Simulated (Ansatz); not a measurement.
Functionals compared on the (322) surface of fcc Cu in its 1x1 cell, outermost plane spacing 0.44 Å in the ideal cut, in Ansatz (plane waves, PAW). The structure was relaxed with PBE; the other rows are single points on it, each with its references at the same level. Cutoff 420 eV (500 eV for r2SCAN).

Slab: 24 atoms, 10.1 Å thick at the start (thin: gaps and levels are the slab's own); k 15x4x1, smearing 0.1 eV, dipole-corrected; all atoms relaxed; symmetry of the start imposed; no spin, no spin-orbit, no U. These notes are the PBE run's.

| functional | surface energy (J/m²) | work function of the top face (eV) | rough cost of the single point |
|---|---|---|---|
| PBE | 1.45 | 4.63 | – |
| LDA | 1.93 | 4.99 | about 10 core-minutes (a rough figure) |
| PBEsol | 1.78 | 4.74 | roughly 10 core-minutes |
| RPBE | ? | ? | around 11 core-minutes (rough) |
| r2SCAN | 1.70 | 4.64 | around 18 core-minutes (rough) |

Complete the blanks.


- RPBE, surface energy (J/m²): 1.23
- RPBE, work function of the top face (eV): 4.46

Ansatz is a program for electronic structure.
